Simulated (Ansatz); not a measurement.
Consider TiO$_{2}$ in the anatase structure (space group I4_1/amd, No. 141; a = 3.799 Å, c = 9.701 Å). Axes: x, y, z lie along a, b, c of the conventional cell.

Level of theory: PBE (Ansatz, a quantum-chemistry and plane-wave program, PAW, no SOC).

Strains are applied to the cell and any free atomic positions relax.

One change was made to it. Results:

The smallest direct gap shrinks by 0.01 eV, from 2.43 eV to 2.42 eV; the energy grows by 6.1 meV/atom; the band gap increases by 0.06 eV (2.13 eV → 2.19 eV); the shortest interatomic distance rises by 0.010 Å, from 1.946 Å to 1.956 Å.

Question: What was done to the base?
A. uniaxial strain ε_zz = +3.00 %
B. uniaxial strain ε_zz = +0.60 %
C. uniaxial strain ε_zz = +1.20 %
D. uniaxial strain ε_zz = +1.80 %

Answer: A, uniaxial strain ε_zz = +3.00 %. For comparison, the energy relative to the base in the other runs: uniaxial strain ε_zz = +1.80 % gives +2.2 meV/atom; uniaxial strain ε_zz = +0.60 % gives +0.3 meV/atom; uniaxial strain ε_zz = +1.20 % gives +1.0 meV/atom.

Stability against distortions was not tested. The final runs are not spin-polarised.
